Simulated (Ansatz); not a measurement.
Take Os in the hcp (Mg type) structure (space group P6_3/mmc, No. 194; relaxed with 0.1 eV smearing) as the base.

Space group P6₃/mmc (No. 194); a = b = 2.729 Å, c = 4.309 Å, α = β = 90.00°, γ = 120.00°

```csv
atom,site,symmetry,x,y,z
Os,2c,-6m2,0.3333,0.6667,0.2500
```

Level of theory: PBEsol/PAW in Ansatz (a first-principles code), no SOC.

Base values:

The pressure comes out as 0.0 GPa and the band gap comes out as zero.

One thing is altered: the cell is scaled by 0.9850 in all directions, atoms relaxed at fixed cell.

### Question
What happens to the pressure?

### Answer
The pressure (mean of the normal stresses, compression positive) goes from zero to 21.8 GPa.

### Question
What happens to the energy relative to the base?

### Answer
The energy goes up by 40 meV/atom.

### Question
How does this affect the band gap?

### Answer
The band gap remains zero.

The cells carry an imposed strain or load. Stability against distortions was not tested. The final runs are not spin-polarised.
